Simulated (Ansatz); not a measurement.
**BN, response to strain**

The parent structure is BN in the wurtzite structure (space group P6_3mc, No. 186).

```
CELL_PARAMETERS angstrom
      2.54100     0.00000     0.00000
     -1.27050     2.20057     0.00000
      0.00000     0.00000     4.20330
ATOMIC_POSITIONS crystal
  B  0.33333 0.66667 0.00027
  B  0.66667 0.33333 0.50027
  N  0.33333 0.66667 0.37473
  N  0.66667 0.33333 0.87473
```

Strains are applied to the cell and any free atomic positions relax.

Computed with PBEsol (Ansatz, a program for electronic structure; PAW; 420 eV plane waves; no spin-orbit coupling).

```csv
isotropic strain (%),band gap (eV)
-3,4.75
-2.4,4.79
-1.8,4.84
-1.2,4.88
-0.6,?
0,4.96
```

**Question.** Fit E_g = E₀ + Dε (ε in %) to the rows shown and predict the withheld row.

**Answer.** Least squares on the printed values gives E₀ = 4.96 eV, D = 70.5 meV per % of strain (largest residual 0.00 eV); this predicts 4.92 eV, and the run gives 4.92 eV, in agreement.

Whether these cells are dynamically stable was not tested.
